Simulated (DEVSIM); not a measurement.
**abrupt Ge p-n junction**

Device: abrupt Ge p-n junction, at 300 K.

| layer (left to right) | material | thickness (μm) | Nd (cm⁻³) | Na (cm⁻³) | τn (s) | τp (s) |
|---|---|---|---|---|---|---|
| 1 | Ge | 0.810 | - | 1.8e17 | 6.7e-5 | 6.7e-5 |
| 2 | Ge | 56.0 | 7.9e16 | - | 6.7e-5 | 6.7e-5 |

Left contact: ohmic. Right contact: ohmic. Voltage is applied to the left contact. Recombination: SRH at mid-gap, radiative, Auger. Mobility is constant in doping.

Constants are typed, rounded textbook-type inputs, not results; the design itself was drawn at random and stands for no fabricated device. Values at 300 K.

| parameter | Ge |
|---|---|
| gap (eV) | 0.664 |
| affinity (eV) | 4 |
| permittivity | 16 |
| Nc (cm⁻³) | 1.04e19 |
| Nv (cm⁻³) | 6e18 |
| μn (cm²/Vs) | 3900 |
| μp (cm²/Vs) | 1900 |
| B (cm³/s) | 6.4e-14 |
| Cn (cm⁶/s) | 1e-31 |
| Cp (cm⁶/s) | 1e-31 |

Model (solved in DEVSIM): 1D drift-diffusion, Boltzmann statistics, complete ionisation; no tunnelling, impact ionisation, image-force lowering or self-heating.

| Property | Result |
|---|---|
| Potential step across the device at zero bias | 0.447 V |
| Largest field in the device at zero bias | 70000 V/cm |
| Dark forward voltage at 1 A/cm² | 0.196 V |
| Dark forward voltage at 100 A/cm² | 0.329 V |

Dark forward current:

(V (V), J (A/cm²)): (0.05, 0.0030); (0.10, 0.024); (0.15, 0.17); (0.20, 1.2); (0.25, 7.7); (0.30, 45); (0.35, 180); (0.40, 440); (0.45, 800); (0.50, 1300); (0.55, 1800); (0.60, 2400)
